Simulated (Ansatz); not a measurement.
The reference is LuP in the zinc blende structure (space group F-43m, No. 216; a = 6.137 Å; a hypothetical phase, not in the database extracts checked). Axes: x, y, z lie along the cube axes.

All numbers come from Ansatz (a first-principles code) r2SCAN, without spin-orbit coupling.

One thing is altered: the cell is scaled by 0.9738 in all directions; the atoms relax in the strained cell.

Task: Predict the stress tensor and what it implies for the stiffness.

Result: Stress of the strained cell less that of the base (GPa, compression positive):
```
   5.83    0.00    0.00
   0.00    5.83    0.00
   0.00    0.00    5.83
```

Then B = −ΔP/(ΔV/V₀) with ΔV/V₀ = -0.0766 gives secant stiffness values (nonlinear terms included at this strain): B ≈ 76 GPa.

As a check, the harmonic strain energy −½ V₀ Δσ:ε is 41 meV/atom; the computed energy rise is 38 meV/atom.

Stability against distortions was not tested.
